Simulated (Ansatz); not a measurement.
Response to strain in Pt

The reference is Pt in the fcc (Cu type) structure (space group Fm-3m, No. 225; relaxed with 0.1 eV smearing).

```cif
data_Pt
_chemical_formula_sum 'Pt1'
_space_group_name_H-M_alt 'P 1'
_space_group_IT_number 1
_cell_length_a 2.80867
_cell_length_b 2.80867
_cell_length_c 2.80867
_cell_angle_alpha 60.000
_cell_angle_beta 60.000
_cell_angle_gamma 60.000
loop_
_space_group_symop_operation_xyz
  'x, y, z'
loop_
_atom_site_label
_atom_site_type_symbol
_atom_site_fract_x
_atom_site_fract_y
_atom_site_fract_z
_atom_site_occupancy
Pt1 Pt 0.00000 0.00000 0.00000 1
```

Strains are applied to the cell and any free atomic positions relax.

All numbers come from PBE (Ansatz, a quantum-chemistry and plane-wave program, PAW, scalar-relativistic without spin-orbit coupling).

Notes on the quantities. energy relative to the base: free energy F.

```csv
variant,energy relative to the base,pressure,shortest interatomic distance
base,0 meV/atom,0.0 GPa,5.308 bohr
isotropic strain −3.00 %,+112 meV/atom,28.8 GPa,5.148 bohr
isotropic strain −2.50 %,+76 meV/atom,23.0 GPa,5.175 bohr
isotropic strain −2.00 %,+47 meV/atom,17.6 GPa,5.201 bohr
isotropic strain −1.00 %,+11 meV/atom,8.1 GPa,5.255 bohr
isotropic strain −0.50 %,…,…,5.281 bohr
isotropic strain +1.00 %,+10 meV/atom,-6.8 GPa,5.361 bohr
isotropic strain +1.50 %,+23 meV/atom,-9.7 GPa,5.387 bohr
isotropic strain +2.50 %,+61 meV/atom,-14.9 GPa,5.440 bohr
isotropic strain +3.00 %,+85 meV/atom,-17.1 GPa,5.467 bohr
```

### Question
Some entries are withheld; estimate them.

### Answer

- isotropic strain −0.50 %, energy relative to the base: +2.8 meV/atom
- isotropic strain −0.50 %, pressure: 3.9 GPa

Whether these cells are dynamically stable was not tested. All final runs are without spin polarisation. Pt lies near a magnetic instability that expansion can trigger; it was not tested.
